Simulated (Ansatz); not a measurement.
Consider the following.

End structure of a constructed model of the (111) surface of fcc Pd, a pseudomorphic layer of In in the host's stacking (bottom of the slab: a bare face, its two planes held):

```
CELL_PARAMETERS angstrom
      2.78861     0.00000     0.00000
     -1.39431     2.41501     0.00000
      0.00000     0.00000    30.00000
ATOMIC_POSITIONS crystal
  Pd 0.33333 0.66667 0.26946
  Pd 0.66667 0.33333 0.34536
  Pd 0.00000 0.00000 0.42099
  Pd 0.33333 0.66667 0.49691
  Pd 0.66667 0.33333 0.57314
  Pd 0.00000 0.00000 0.65050
  In 0.33333 0.66667 0.73000
```

Model: 7-atom slab, 13.8 Å thick at the start, 15x15x1 mesh, Fermi-Dirac 0.1 eV, dipole correction, single point; on the structure that PBE left under its start's symmetry; no spin, no spin-orbit, no U. It is one candidate, not shown to be the stable structure of the face.

### Question
What is the computed work function of the top face (Ansatz (an electronic-structure program) with r2SCAN, at the PBE geometry)?

### Answer
3.90 eV
